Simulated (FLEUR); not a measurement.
A self-consistent single point of HfZrC2 (P4/mmm, 4 atoms in the cell) with FLEUR.

Level of theory: LDA (Perdew-Zunger), all-electron FLAPW (FLEUR), scalar-relativistic valence.

```
CELL_PARAMETERS angstrom
      3.28845     0.00000     0.00000
      0.00000     3.28845     0.00000
      0.00000     0.00000     4.64268
ATOMIC_POSITIONS crystal
  Zr 0.50000 0.50000 0.50000
  Hf 0.00000 0.00000 0.00000
  C  0.00000 0.00000 0.50000
  C  0.50000 0.50000 0.00000
```

Reference input (self-consistent single point, DFT, LDA (Perdew-Zunger), all-electron FLAPW (FLEUR), scalar-relativistic valence): Kmax = 4.1 1/bohr; GmaxXC = 16.4 1/bohr; xcFunctional = pz; jspins = 1; l_soc = F; mode = hist; fermiSmearingEnergy = 0.00367493 Htr; mesh (inpgen div1-3) = 7 7 5; inpgen gamma flag = false; Gmax = 16.4 1/bohr; numbands = 0; maxIterBroyd = 40. This run's input differs from it in these lines:

```diff
@@ -17,3 +17,3 @@
 &exco xctyp='pz' /
-&kpt div1=7 div2=7 div3=5 /
+&kpt div1=8 div2=8 div3=6 gamma=t /
 &end /
```

The program printed (abridged):

```
 Iteration:     1   Distance:      23.29284146 me/bohr^3
 Iteration:     2   Distance:      19.43113483 me/bohr^3
 Iteration:     3   Distance:       7.20934568 me/bohr^3
 Iteration:     4   Distance:       4.96943272 me/bohr^3
 Iteration:     5   Distance:       2.92111573 me/bohr^3
   [... 8 lines left out ...]
 Iteration:    14   Distance:       0.00042556 me/bohr^3
 Iteration:    15   Distance:       0.00013351 me/bohr^3
 Iteration:    16   Distance:       0.00013833 me/bohr^3
 Iteration:    17   Distance:       0.00000800 me/bohr^3
 Run finished successfully
 Stop message:
   Structural relaxation: Done

[file out, last iteration]
             iter=     18
[...]
          total density-effective poten   -3.2037386530E+04
          total charge density-energy d   -4.2148234989E+02
 Updated energy parameters for spin:           1
[...]
 fermi energy and band-weighting factors:

[...]
FERMIE:
          first approx. to ef    (T=0)  :   0.457037 htr   (energy of the highest occ. eigenvalue)
          number of occ. states  (T=0)  :       1378
          first approx. to seigv (T=0)  :  -7.425406 htr
          sum of weights of occ. states :  23.002604
          sum of semicore charge        :   0.000000 e
FERHIS:  Fermi-Energy by histogram:
          bandgap                     :   0.000645 htr
   [... lines left out ...]
          charge neutrality (T=0)     :   0.005208    (zero if the highest occ. eigenvalue is "entirely" occupied)
     EF_NEWTON:  Adjust Fermi-Energy by Newton-Method.
 Direct bandgap for spin            1 :    5.0703161745193626E-003  Htr
 ---->    free energy=                    -18759.8945195873 htr
   [... lines left out ...]
 TOTAL FORCE FOR ATOM TYPE=  2  X=  0.000   Y=  0.000   Z=  0.000
                       FX_TOT= 0.000000 FY_TOT= 0.000000 FZ_TOT= 0.000000
 TOTAL FORCE FOR ATOM TYPE=  3  X=  0.000   Y=  0.000   Z=  4.387
                       FX_TOT= 0.000000 FY_TOT= 0.000000 FZ_TOT= 0.000000
 TOTAL FORCE FOR ATOM TYPE=  4  X=  3.107   Y=  3.107   Z=  0.000
                       FX_TOT= 0.000000 FY_TOT= 0.000000 FZ_TOT= 0.000000
 Structural relaxation: Done
```

The run converged in 17 iterations. FLEUR gives forces in its relaxation mode, with a further iteration, so its stop message speaks of a relaxation. Against the reference run the free energy goes up by 1.7 meV/atom.

The starting cell comes from a database of computed structures (which also holds hypothetical and non-ambient phases and stackings), without a prior relaxation at this level. Its lattice was rescaled by a random factor within 2.5 % of one. Spin-orbit coupling is off. Values depend on the basis (sphere radii, cutoffs, local orbitals), which need not be converged. The log's line on a gap gives a spacing of levels on this mesh, which the program prints for metals too.

Cost on one core of a shared machine: roughly 3 min.
